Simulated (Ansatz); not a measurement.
The cell is built on a prototype and need not be the phase stable at ambient conditions.

Tunnelling through a barrier is set by its complex band structure: the current falls as exp(−2κd) with the smallest κ.

Input:

```
BP
1.0
    3.21395     0.00000     0.00000
    0.00000     5.36274     0.00000
    0.00000     0.00000     6.20542
B P
4 4
Cartesian
  2.41046   3.22023   1.01009
  0.80349   0.53886   2.09262
  0.80349   2.14251   5.19533
  2.41046   4.82389   4.11280
  2.41046   3.25648   5.19999
  0.80349   5.93785   4.10813
  0.80349   2.10627   1.00542
  2.41046  -0.57511   2.09728
```

Space group of this cell: Pnma. The cell was relaxed by PBE-D3(BJ); by r2SCAN its mean pressure is 2.1 GPa.

Transport runs along the normal of the first two printed cell vectors.

The gap is the functional's own, uncorrected, and κ follows it; spin-orbit coupling is left out. Mid-gap values are interpolated between the computed energies.

Q: Estimate the band gap and the smallest decay constant κ at mid-gap that r2SCAN run with Ansatz (a quantum-chemistry and plane-wave program) returns for this system.

A: Gap 0.79 eV on a 10×6×6 mesh; κ = 0.202 1/Å, at the zone centre.
